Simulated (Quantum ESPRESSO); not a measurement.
Input and output of a self-consistent single point for ZrNi₅ (F-43m, 6 atoms in the cell) (Quantum ESPRESSO).

Method: LDA (PZ), PSlibrary PAW (LDA) pseudopotentials (plane waves; Quantum ESPRESSO).

```yaml
crystal:
  lattice:
    - [-3.24604, 0.00000, 3.24604]
    - [0.00000, 3.24604, 3.24604]
    - [-3.24604, 3.24604, 0.00000]
  atoms:
    - { symbol: Zr, position: [0.00000, 0.00000, 0.00000] }
    - { symbol: Ni, position: [0.25000, 0.25000, 0.25000], spin: 2.0 }
    - { symbol: Ni, position: [0.62347, 0.62347, 0.62347] }
    - { symbol: Ni, position: [0.12959, 0.62347, 0.62347] }
    - { symbol: Ni, position: [0.62347, 0.62347, 0.12959] }
    - { symbol: Ni, position: [0.62347, 0.12959, 0.62347] }
```
(The spins are starting values, not results.)

Reference input (self-consistent single point, DFT, PBEsol, plane waves, PSlibrary PAW (PBE) pseudopotentials): ecutwfc = 55 Ry; ecutrho = 330 Ry; occupations = smearing; smearing = gauss; degauss = 0.019992 Ry; nspin = 2; input_dft = pbesol; K_POINTS = automatic 6 6 6 0 0 0; conv_thr = 1e-10 Ry; mixing_beta = 0.4. This run's input differs from it in these lines:

```diff
@@ -20,3 +20,2 @@
    starting_magnetization(2) = 0.200,
-   input_dft = 'pbesol',
 /
@@ -27,5 +26,5 @@
 ATOMIC_SPECIES
-Zr    91.2240  Zr.pbe-spn-kjpaw_psl.1.0.0.UPF
-Ni1   58.6934  Ni.pbe-n-kjpaw_psl.1.0.0.UPF
-Ni2   58.6934  Ni.pbe-n-kjpaw_psl.1.0.0.UPF
+Zr    91.2240  Zr.pz-spn-kjpaw_psl.1.0.0.UPF
+Ni1   58.6934  Ni.pz-n-kjpaw_psl.1.0.0.UPF
+Ni2   58.6934  Ni.pz-n-kjpaw_psl.1.0.0.UPF
 ATOMIC_POSITIONS crystal
```

Log, with long lists cut:

```
     Self-consistent Calculation

     iteration #  1     ecut=    55.00 Ry     beta= 0.40

     total energy              =   -1203.01564344 Ry
     estimated scf accuracy    <       0.84909550 Ry

     total magnetization       =     1.06 Bohr mag/cell
     absolute magnetization    =     1.12 Bohr mag/cell

     iteration #  2     ecut=    55.00 Ry     beta= 0.40

     total energy              =   -1202.88064398 Ry
     estimated scf accuracy    <       7.97418509 Ry

     total magnetization       =     0.16 Bohr mag/cell
     absolute magnetization    =     0.18 Bohr mag/cell

     iteration #  3     ecut=    55.00 Ry     beta= 0.40

   [... lines left out ...]
     estimated scf accuracy    <          1.5E-10 Ry

     total magnetization       =     0.00 Bohr mag/cell
     absolute magnetization    =     0.00 Bohr mag/cell

     iteration # 24     ecut=    55.00 Ry     beta= 0.40

     Magnetic moment per site  (integrated on atomic sphere of radius R)
     atom   1 (R=0.171)  charge=  9.3356  magn= -0.0000
     atom   2 (R=0.171)  charge=  9.1123  magn= -0.0000
     atom   3 (R=0.144)  charge=  8.3651  magn=  0.0000
     atom   4 (R=0.144)  charge=  8.3651  magn=  0.0000
     atom   5 (R=0.144)  charge=  8.3651  magn=  0.0000
     atom   6 (R=0.144)  charge=  8.3651  magn=  0.0000
     End of self-consistent calculation

     the Fermi energy is    15.4854 ev

!    total energy              =   -1203.47967320 Ry
     estimated scf accuracy    <          6.7E-11 Ry
     smearing contrib. (-TS)   =      -0.01749113 Ry
     internal energy E=F+TS    =   -1203.46218207 Ry

     total magnetization       =    -0.00 Bohr mag/cell
     absolute magnetization    =     0.00 Bohr mag/cell

     convergence has been achieved in  24 iterations

     Forces acting on atoms (cartesian axes, Ry/au):

     atom    1 type  1   force =    -0.00000000   -0.00000000   -0.00000000
     atom    2 type  2   force =     0.00000000    0.00000000    0.00000000
     atom    3 type  3   force =    -0.00598269    0.00598269    0.00598269
     atom    4 type  3   force =     0.00598269    0.00598269   -0.00598269
   [... lines left out ...]

     Total force =     0.020725     Total SCF correction =     0.000025

          total   stress  (Ry/bohr**3)                   (kbar)     P=       64.18
   0.00043627   0.00000000   0.00000000           64.18        0.00        0.00
   0.00000000   0.00043627   0.00000000            0.00       64.18        0.00
   0.00000000   0.00000000   0.00043627            0.00        0.00       64.18

   JOB DONE.
```

The run converged in 24 iterations. Against the reference run the pressure goes from 13.62 to 6.42 GPa and the largest force goes from 0.293 to 0.266 eV/Å.

The starting cell comes from a database of computed structures (which also holds hypothetical and non-ambient phases and stackings), without a prior relaxation at this level. Its lattice was rescaled by a random factor within 2.5 % of one. The starting moments vanished: the run ended non-magnetic, which need not be the lowest state. With a pressure of about 6 GPa the cell is away from its equilibrium volume at this level.

Cost on one core of a shared machine: roughly 3 min.
